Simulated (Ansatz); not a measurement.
System: stishovite (SiO2). Method: PBE (PAW; Ansatz, a first-principles code).

Settings: plane-wave cutoff 520 eV, 6×6×10 k mesh (along the axes of the cell as run), scalar-relativistic PAW data made under PBE.

Computed at the level's own relaxed cell.

### Question
What does this level give for the elastic constant C44, elastic constant C33, elastic constant C12, Young modulus, elastic constant C11, elastic constant C13 and elastic constant C66?

### Answer

- elastic constant C44 = 227 GPa
- elastic constant C33 = 690 GPa
- elastic constant C12 = 163 GPa
- Young modulus = 480 GPa
- elastic constant C11 = 387 GPa
- elastic constant C13 = 177 GPa
- elastic constant C66 = 285 GPa

Measured, for comparison: elastic constant C44 258 GPa, elastic constant C33 769 GPa, elastic constant C12 201 GPa, elastic constant C11 462 GPa, elastic constant C13 190 GPa (temperature not stated, not corrected to a static lattice; as tabulated in Lakshtanov, Sinogeikin, Hellwig, Katsura, Bass et al., AGU Fall Meeting 2007 …); elastic constant C66 299 GPa (temperature not stated, not corrected to a static lattice, our sources range from 299 to 321; as tabulated in Lakshtanov, Sinogeikin, Hellwig, Katsura, Bass et al., AGU Fall Meeting 2007 …). Computed (rounded) less measured: elastic constant C44 -12 %, elastic constant C33 -10 %, elastic constant C12 -19 %, elastic constant C11 -16 %, elastic constant C13 -7 %, elastic constant C66 -5 % (-5 % to -11 % over the range).

Elastic constants are with the ions relaxed.

Computed values are for the static lattice.
